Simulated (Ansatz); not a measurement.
# TiAl (P4/mmm): band-structure transport figures

Consider the following.

```
AlTi
1.0
    2.79164     0.00000     0.00000
    0.00000     2.79164     0.00000
    0.00000     0.00000     4.04865
Ti Al
1 1
Direct
  0.50000   0.50000   0.50000
  0.00000   0.00000   0.00000
```

Computed with PBEsol, rigid bands (plane waves, PAW, scalar-relativistic; Ansatz, a program for electronic structure). Cell: cell and atoms relaxed with PBEsol.

| Property | Value |
|---|---|
| density of states at the Fermi level | 1.77 states/(eV·cell), both spins |
| bare Sommerfeld coefficient | 2.1 mJ/(mol of atoms·K²) |
| Drude plasma energy | 5.1 (x), 5.1 (y), 4.6 (z) eV |
| root-mean-square Fermi velocity | 4.1e5 m/s |
| resistivity times τ | 18.8 (x), 18.8 (y), 23 (z) ×10⁻²² Ω·m·s |

A metal at this level (no band gap); rigid bands, thermally averaged at 300 K, both spins. Spin-orbit coupling is left out. τ is one relaxation time for all states.
